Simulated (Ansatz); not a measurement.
What biaxial strain +2.21 %, plane normal [001], relaxed out of plane does to SnS

Base system: SnS in the GeS type structure (space group Pnma, No. 62; a = 11.155 Å, b = 4.000 Å, c = 4.261 Å). Axes: x, y, z lie along a, b, c of the conventional cell.

Modification: biaxial strain +2.21 %, plane normal [001], relaxed out of plane (Cartesian); in-plane vectors clamped, the third vector and the atoms free.

Calculations: Ansatz (a quantum-chemistry and plane-wave program) PBE-D3(BJ), without spin-orbit coupling, earlier PAW set. k-mesh 8×3×8 (Γ-centred); smearing 0.05 eV (Fermi–Dirac), for the changed cell.

| quantity | base | changed | shift |
|---|---|---|---|
| volume per atom | 23.77 Å³ | 24.17 Å³ | +0.40 Å³ |
| space group | Pnma (No. 62) | Pnma (No. 62) | – |
| shortest interatomic distance | 2.642 Å | 2.632 Å | -0.0094 Å |
| pressure (mean of the normal stresses, compression positive) | 0.00 GPa | -0.77 GPa | -0.77 GPa |
| band gap | 0.70 eV | 0.68 eV | -0.02 eV |
| gap character | indirect, Γ–Z (83 % along) → Y–Γ (33 % along) | indirect, Γ–Z (83 % along) → Γ | – |
| smallest direct gap | 0.85 eV | 0.87 eV | +0.02 eV |
| width of the top valence band | 1.79 eV | 1.78 eV | -0.01 eV |
| out-of-plane strain | – | -2.65 % | – |
| ratio −ε⊥/ε∥ | – | 1.20 | – |
| mean in-plane stress (compression positive) | – | -1.2 GPa | – |

Final structure (turned so that z lies along the plane normal):

```xyz
8
Lattice="4.0883 0.0000 0.0000 0.0000 11.4020 0.0000 0.0000 0.0000 4.1480" Properties=species:S:1:pos:R:3 pbc="T T T"
Sn     3.0662     4.3167     2.4662
Sn     1.0221     1.3843     0.3922
Sn     1.0221     7.0853     1.6818
Sn     3.0662    10.0177     3.7558
S      3.0662     7.4038     4.0646
S      1.0221     9.6992     1.9906
S      1.0221     3.9982     0.0834
S      3.0662     1.7028     2.1573
```

Cost of the whole job for the changed cell (relaxation, final SCF and bands): around 3 core-minutes (rough).

Stability against distortions was not tested.
